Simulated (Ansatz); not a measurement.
TiO2: pressure series

The reference is TiO₂ in the anatase structure (space group I4_1/amd, No. 141; a = 3.798 Å, c = 9.704 Å).

Cell and atoms are relaxed at each pressure.

Levels (all Ansatz, a first-principles code, PAW, earlier PAW set): PBE (420 eV, no spin-orbit coupling); r2SCAN (500 eV, no spin-orbit coupling).

The base cell above is that of PBE; each level relaxes its own structures.

```tsv
case	smallest direct gap, PBE	smallest direct gap, r2SCAN
pressure −2 GPa	2.42 eV	2.85 eV
pressure −1 GPa	2.42 eV	2.86 eV
pressure 0.3 GPa	2.44 eV	?
pressure 0.7 GPa	2.44 eV	?
pressure 1.5 GPa	2.44 eV	2.88 eV
pressure 3 GPa	2.45 eV	2.89 eV
pressure 5 GPa	2.46 eV	?
pressure 7.5 GPa	2.47 eV	2.91 eV
pressure 10 GPa	2.48 eV	?
```

Q: Complete the table.

A: 
- pressure 0.3 GPa, smallest direct gap, r2SCAN: 2.87 eV
- pressure 0.7 GPa, smallest direct gap, r2SCAN: 2.87 eV
- pressure 5 GPa, smallest direct gap, r2SCAN: 2.90 eV
- pressure 10 GPa, smallest direct gap, r2SCAN: 2.92 eV

PBE lies below r2SCAN in every row, by 0.44 eV to 0.44 eV. Near ties aside, they put the cases in the same order.

Load acts through the strain it causes; cell and atoms are relaxed under it. No phonon test of stability was made. No other phases were tried under pressure. The final runs are not spin-polarised.
